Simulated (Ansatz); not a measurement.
# C axis length of TiTe2 (model structure, started from the anatase type, I4₁/amd, No. 141, 6 atoms in the cell) at several levels of theory

No measured value is used here.

```csv
level (code),value (Å)
PBE (Ansatz),11.116
PBEsol (Ansatz),10.559
PBE-D3(BJ) (Ansatz),…
```

Task: Fill in the missing entries.

Result: 
- PBE-D3(BJ) (Ansatz, a program for electronic structure), value (Å): 10.228

Ansatz's density-functional and Hartree–Fock values are scalar-relativistic unless marked +SOC, with PAW data made under PBE.

A model structure was made by putting elements into a prototype or built by hand; it is no filed structure, need not be a known phase, and can be a saddle point held by its symmetry.
